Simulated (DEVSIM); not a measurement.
Device: abrupt Si n-p junction, at 250 K.

Layer 1 from the left is Si, thickness (μm) 1.00, Nd (cm⁻³) 3.1e18, τn (s) 0.00082, τp (s) 0.00082. Layer 2 from the left is Si, thickness (μm) 7.90, Na (cm⁻³) 7.2e15, τn (s) 0.00082, τp (s) 0.00082.

Left contact: ohmic. Right contact: ohmic. Voltage is applied to the left contact. Recombination: SRH at mid-gap, Auger. Mobility is μmin + (μ − μmin)/(1 + (N/Nref)^α).

Constants are typed, rounded textbook-type inputs, not results; the design itself was drawn at random and stands for no fabricated device. Values at 300 K; Nc and Nv go as T^1.5, mobilities as T to minus their exponent, the gap by Varshni's rule with the affinity fixed.

Si: gap (eV) 1.124, affinity (eV) 4.05, permittivity 11.7, Nc (cm⁻³) 2.86e19, Nv (cm⁻³) 3.1e19, μn (cm²/Vs) 1417, μp (cm²/Vs) 470, μn,min 52, μp,min 45, Nref,n 9.7e16, Nref,p 2.2e17, αn 0.68, αp 0.72, T exponent of μn 2.3, T exponent of μp 2.2, Cn (cm⁶/s) 2.8e-31, Cp (cm⁶/s) 9.9e-32, Varshni α (eV/K) 0.000473, Varshni β (K) 636.

DEVSIM, 1D drift-diffusion, Boltzmann statistics, complete ionisation; no tunnelling, impact ionisation, image-force lowering or self-heating.

Dark forward current:

```
|V| (V)  |J| (A/cm²)
-------  -----------
0.10       9.646e-13
0.15       8.620e-12
0.20       8.325e-11
0.25       8.313e-10
0.30        8.400e-9
0.35        8.521e-8
0.40        8.654e-7
0.45        8.793e-6
0.50        8.933e-5
0.55       0.0009074
0.60        0.009214
0.65         0.09346
0.70          0.9411
0.75           8.949
0.80           66.10
0.85           330.8
0.90            1243
0.95            3736
```

Task: Work out the local ideality factor n = ΔV / (kT/q · ln(J2/J1)) between the rows 0.10 and 0.15 V, 0.40 and 0.45 V, 0.90 and 0.95 V.

Result: kT/q = 21.54 mV. From 0.10 to 0.15 V: ln(8.620e-12/9.646e-13) = 2.190, n = 1.06, near the 1 of diffusion or emission over a barrier. From 0.40 to 0.45 V: ln(8.793e-6/8.654e-7) = 2.319, n = 1.00, near the 1 of diffusion or emission over a barrier. From 0.90 to 0.95 V: ln(3736/1243) = 1.100, n = 2.11.

Task: Estimate the current at 0.40 V from the Shockley equation with J0 = Σ q ni² D/(N L) coth(W/L), τ joining the SRH, radiative and Auger lifetimes that are on, and W taken as the whole layer.

Result: ni² = 6.36e15 cm⁻⁶; holes in the n layer: μ = 149 cm²/Vs, D = 3.22 cm²/s, τ = 3.71e-7 s, L = 10.9 μm, W/L = 0.091, term 1.06e-17 A/cm²; electrons in the p layer: μ = 1850 cm²/Vs, D = 39.9 cm²/s, τ = 0.000817 s, L = 1810 μm, W/L = 0.0044, term 7.15e-15 A/cm². J0 = 7.16e-15 A/cm², and J = J0 exp(qV/kT) = 8.32e-7 A/cm². The simulation gives 8.65e-7 A/cm²; the estimate lies 3.9 % below. The estimate leaves out recombination in the depletion region and that region's share of W.
